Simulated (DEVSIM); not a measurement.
System: abrupt Ge n-p junction, at 300 K.

| layer (left to right) | material | thickness (μm) | Nd (cm⁻³) | Na (cm⁻³) | τn (s) | τp (s) |
|---|---|---|---|---|---|---|
| 1 | Ge | 0.200 | 1.6e15 | - | 1.1e-5 | 1.1e-5 |
| 2 | Ge | 13.0 | - | 5.9e14 | 1.1e-5 | 1.1e-5 |

Left contact: ohmic. Right contact: ohmic. Voltage is applied to the left contact. Recombination: SRH at mid-gap, radiative, Auger. Mobility is μmin + (μ − μmin)/(1 + (N/Nref)^α).

The device is made up for the run: typed textbook-type constants, with dimensions and the other settings drawn at random. Values at 300 K; Nc and Nv go as T^1.5, mobilities as T to minus their exponent, the gap by Varshni's rule with the affinity fixed.

| parameter | Ge |
|---|---|
| gap (eV) | 0.664 |
| affinity (eV) | 4 |
| permittivity | 16 |
| Nc (cm⁻³) | 1.04e19 |
| Nv (cm⁻³) | 6e18 |
| μn (cm²/Vs) | 3900 |
| μp (cm²/Vs) | 1900 |
| μn,min | 150 |
| μp,min | 100 |
| Nref,n | 2.6e17 |
| Nref,p | 4e17 |
| αn | 0.56 |
| αp | 0.6 |
| T exponent of μn | 1.66 |
| T exponent of μp | 2.33 |
| B (cm³/s) | 6.4e-14 |
| Cn (cm⁶/s) | 1e-31 |
| Cp (cm⁶/s) | 1e-31 |
| Varshni α (eV/K) | 0.000477 |
| Varshni β (K) | 235 |

Model (solved in DEVSIM): 1D drift-diffusion, Boltzmann statistics, complete ionisation; no tunnelling, impact ionisation, image-force lowering or self-heating.

The temperature was swept, all else fixed.

```csv
temperature (K),largest field in the device at zero bias (V/cm),potential step across the device at zero bias (V)
250,5300,0.307
300,4100,0.199
350,2600,0.092
400,1300,0.026
450,660,0.007
500,…,0.002
```

Q: Fill in the missing entries.

A: 
- 500, largest field in the device at zero bias (V/cm): 380
